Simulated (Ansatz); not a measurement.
**The (001) surface of tetragonal WSi2 in its 1x1 cell (cut with top plane Si, bottom plane Si), outermost plane spacing 1.30 Å in the ideal cut**

The numbers are results of r2SCAN, at the PBE geometry (plane waves to 500 eV, PAW; Ansatz, a program for electronic structure), not measurements.

Model: 9-atom slab, Si6W3, 10.5 Å thick at the start (thin: gaps and levels are the slab's own), 12x12x1 mesh, Fermi-Dirac 0.1 eV, dipole correction, single point; on the structure that PBE left under its start's symmetry; no spin, no spin-orbit, no U.

| Item | Result |
|---|---|
| surface energy (mean of both faces) | 2.67 J/m² |
| work function of the top face | 4.61 eV |
| cost | around 30 core-seconds (rough) |
